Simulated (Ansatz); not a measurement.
# Response to strain in GaN

Consider GaN in the zinc blende structure (space group F-43m, No. 216; a = 4.4554 Å). Axes: x, y, z lie along the cube axes.

Strains are applied to the cell and any free atomic positions relax.

Method: LDA/PAW in Ansatz (a first-principles code), scalar-relativistic without spin-orbit coupling.

Notes on the quantities. energy relative to the base: free energy F.

```json
[
 {"case": "base", "band gap": "1.96 eV", "shortest interatomic distance": "3.646 bohr", "energy relative to the base": "0 meV/atom", "electron mass": "0.18 mₑ (at Γ)"},
 {"case": "uniaxial strain ε_zz = −3.00 %", "band gap": "2.06 eV", "shortest interatomic distance": "3.610 bohr", "energy relative to the base": "+9.1 meV/atom", "electron mass": "–"},
 {"case": "uniaxial strain ε_zz = −2.50 %", "band gap": "2.04 eV", "shortest interatomic distance": "3.616 bohr", "energy relative to the base": "+6.3 meV/atom", "electron mass": "0.19 mₑ (at Γ)"},
 {"case": "uniaxial strain ε_zz = −1.50 %", "band gap": "[?]", "shortest interatomic distance": "[?]", "energy relative to the base": "+2.2 meV/atom", "electron mass": "0.18 mₑ (at Γ)"},
 {"case": "uniaxial strain ε_zz = −1.00 %", "band gap": "1.99 eV", "shortest interatomic distance": "3.634 bohr", "energy relative to the base": "+1.0 meV/atom", "electron mass": "0.18 mₑ (at Γ)"},
 {"case": "uniaxial strain ε_zz = −0.50 %", "band gap": "1.97 eV", "shortest interatomic distance": "3.640 bohr", "energy relative to the base": "+0.2 meV/atom", "electron mass": "0.18 mₑ (at Γ)"},
 {"case": "uniaxial strain ε_zz = +0.50 %", "band gap": "1.91 eV", "shortest interatomic distance": "3.652 bohr", "energy relative to the base": "+0.2 meV/atom", "electron mass": "0.17 mₑ (at Γ)"},
 {"case": "uniaxial strain ε_zz = +1.00 %", "band gap": "1.87 eV", "shortest interatomic distance": "3.658 bohr", "energy relative to the base": "+1.0 meV/atom", "electron mass": "0.17 mₑ (at Γ)"},
 {"case": "uniaxial strain ε_zz = +1.50 %", "band gap": "1.83 eV", "shortest interatomic distance": "3.664 bohr", "energy relative to the base": "+2.2 meV/atom", "electron mass": "0.17 mₑ (at Γ)"},
 {"case": "uniaxial strain ε_zz = +3.00 %", "band gap": "1.71 eV", "shortest interatomic distance": "3.683 bohr", "energy relative to the base": "+8.8 meV/atom", "electron mass": "–"}
]
```

**Question.** Fill in the withheld entries from the trend.

**Answer.** 
- uniaxial strain ε_zz = −1.50 %, band gap: 2.01 eV
- uniaxial strain ε_zz = −1.50 %, shortest interatomic distance: 3.628 bohr

Masses are band curvatures over ±0.01 Å⁻¹ around the edge. No phonon test of stability was made. This is not the structure that GaN has at room temperature and ambient pressure.
